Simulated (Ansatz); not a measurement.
CsCl-type RuAl was calculated with r²SCAN (Ansatz, an electronic-structure program, PAW).

Run with plane-wave cutoff 600 eV, 16×16×16 k mesh, Fermi–Dirac smearing 0.1 eV, finite displacements, no spin polarisation, scalar-relativistic PAW data made under PBE.

The cell has the measured lattice parameters. Conventional cell: a = 2.9916 Å, b = 2.9916 Å, c = 2.9916 Å, α = 90.00°, β = 90.00°, γ = 90.00°.

Harmonic phonon frequencies (cm⁻¹; i marks an imaginary mode):

```json
[
 {"q point": "Γ", "frequencies": "___"},
 {"q point": "X", "frequencies": "161 161 214 291 291 329"},
 {"q point": "M", "frequencies": "___"}
]
```

### Question
Some entries are withheld; supply them.

### Answer

- Γ, frequencies: 0 0 0 317 317 317
- M, frequencies: 110 110 190 280 352 352

No imaginary mode appears at these points.

Note: the cell isn't this level's own, so it is under some stress, which shifts stiffness and frequencies.
